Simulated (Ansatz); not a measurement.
A computed series for hypothetical diamond B: thickness series

Take B in the diamond structure (space group Fd-3m, No. 227; a hypothetical phase, not in the database extracts checked) as the base.

```xyz
2
Lattice="0.0000 2.0259 2.0259 2.0259 0.0000 2.0259 2.0259 2.0259 0.0000" Properties=species:S:1:pos:R:3 pbc="T T T"
B      1.0130     1.0130     1.0130
B      0.0000     0.0000     0.0000
```

Cartesian axes are those of the cell as printed.

Free-standing slabs (2 atom(s) a layer) normal to [110] with 15 Å of vacuum; in-plane cell held at bulk.

Levels (all Ansatz, a program for electronic structure, PAW): PBE (420 eV, scalar-relativistic without spin-orbit coupling); PBEsol (420 eV, no spin-orbit coupling).

The base cell above is that of PBE; each level relaxes its own structures.

```csv
case,"shortest interatomic distance, PBE","shortest interatomic distance, PBEsol"
1 layer,143.3 pm,142.9 pm
2 layers,160.8 pm,160.5 pm
3 layers,152.2 pm,151.8 pm
4 layers,154.7 pm,154.3 pm
5 layers,154.5 pm,154.5 pm
6 layers,152.6 pm,152.4 pm
7 layers,153.9 pm,153.7 pm
```

The two levels differ by at most about 0.4 pm. Near ties aside, they put the cases in the same order.

Whether these cells are dynamically stable was not tested.
